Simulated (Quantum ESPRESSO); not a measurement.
## Short convergence ladders for Cu (I4/mmm, 1 atom in the cell)

```
CELL_PARAMETERS angstrom
      1.45508    -1.45508     1.36632
      1.45508     1.45508     1.36632
     -1.45508    -1.45508     1.36632
ATOMIC_POSITIONS crystal
  Cu 0.00000 0.00000 0.00000
```

Base method: LDA (PZ), PSlibrary PAW (LDA) pseudopotentials (plane waves; Quantum ESPRESSO).

Base settings: ecutwfc = 55 Ry; ecutrho = 330 Ry; occupations = smearing; smearing = gaussian; degauss = 0.0073499 Ry; potentials = {Cu: Cu.pz-dn-kjpaw_psl.1.0.0.UPF}; K_POINTS = automatic 14 14 14 0 0 0; conv_thr = 1e-10 Ry; mixing_beta = 0.7.

The count of work is k-points × plane waves × bands × iterations; it is no time. Core times come from one kind of shared machine, to one figure; runs under 30 s give none.

**Shifted k-point meshes**

Only quantities that move along the ladder and can be compared are tabulated.

```csv
K_POINTS,free energy less the last step's (meV/atom),pressure (GPa),count of work / last
automatic 3 3 3 1 1 1,324.20,-1.85,0.0033
automatic 5 5 5 1 1 1,121.53,-7.39,0.0098
automatic 7 7 7 1 1 1,50.08,-9.18,0.019
automatic 9 9 9 1 1 1,23.17,-9.71,0.036
automatic 11 11 11 1 1 1,13.80,-9.58,0.069
automatic 14 14 14 1 1 1,-6.38,-9.57,0.13
automatic 29 29 29 1 1 1,0.00,-9.56,1.0
```

Coarsest K_POINTS that holds the pressure within 0.5 GPa of the last step, with all finer ones: automatic 7 7 7 1 1 1, at 0.019 of the last step's count of work; the step before is off by 2.2 GPa.

Coarsest K_POINTS that holds the free energy within 5 meV/atom: not settled: the last two steps still differ by 6.4 meV/atom, over half the tolerance, so the ladder does not show it.

**The k-point mesh at a smearing width of 0.3 eV**

In this ladder: degauss = 0.02205 Ry.

Only quantities that move along the ladder and can be compared are tabulated.

```csv
K_POINTS,free energy less the last step's (meV/atom),pressure (GPa),count of work / last,core time / last (rough)
automatic 6 6 6 0 0 0,54.82,-9.17,0.011,–
automatic 7 7 7 0 0 0,-17.37,-9.33,0.014,–
automatic 8 8 8 0 0 0,27.46,-9.27,0.024,–
automatic 12 12 12 0 0 0,6.18,-9.49,0.068,–
automatic 18 18 18 0 0 0,1.32,-9.48,0.20,0.2
automatic 26 26 26 0 0 0,0.16,-9.49,0.56,0.5
automatic 32 32 32 0 0 0,0.00,-9.49,1.0,1
```

Coarsest K_POINTS that holds the free energy within 1 meV/atom of the last step, with all finer ones: automatic 26 26 26 0 0 0; the step before is off by 1.3 meV/atom.

Coarsest K_POINTS that holds the pressure within 0.05 GPa of the last step, with all finer ones: automatic 12 12 12 0 0 0, at 0.068 of the last step's count of work; the step before is off by 0.23 GPa.

**The mesh under tetrahedron occupations**

In this ladder: occupations = tetrahedra_opt; smearing = default; degauss = default.

Only quantities that move along the ladder and can be compared are tabulated.

| K_POINTS | free energy less the last step's (meV/atom) | pressure (GPa) | count of work / last | core time / last (rough) |
|---|---|---|---|---|
| automatic 7 7 7 0 0 0 | 61.64 | -9.10 | 0.018 | – |
| automatic 8 8 8 0 0 0 | 40.67 | -9.29 | 0.027 | – |
| automatic 10 10 10 0 0 0 | 18.19 | -9.44 | 0.047 | – |
| automatic 13 13 13 0 0 0 | 6.43 | -9.53 | 0.090 | 0.08 |
| automatic 16 16 16 0 0 0 | 2.76 | -9.54 | 0.14 | 0.1 |
| automatic 25 25 25 0 0 0 | 0.28 | -9.55 | 0.54 | 0.4 |
| automatic 31 31 31 0 0 0 | 0.00 | -9.56 | 1.0 | 1 |

Coarsest K_POINTS that holds the free energy within 1 meV/atom of the last step, with all finer ones: automatic 25 25 25 0 0 0, at about 0.4 of the last step's time; the step before is off by 2.8 meV/atom.

Coarsest K_POINTS that holds the pressure within 0.1 GPa of the last step, with all finer ones: automatic 13 13 13 0 0 0, at 0.090 of the last step's count of work and about 0.08 of the last step's time; the step before is off by 0.12 GPa.

On the base run: the starting cell comes from a database of computed structures (which also holds hypothetical and non-ambient phases and stackings), without a prior relaxation at this level. Its lattice was rescaled by up to half a per cent. Spin polarisation is off. In the base run, with a pressure of about -10 GPa the cell is away from its equilibrium volume at this level.
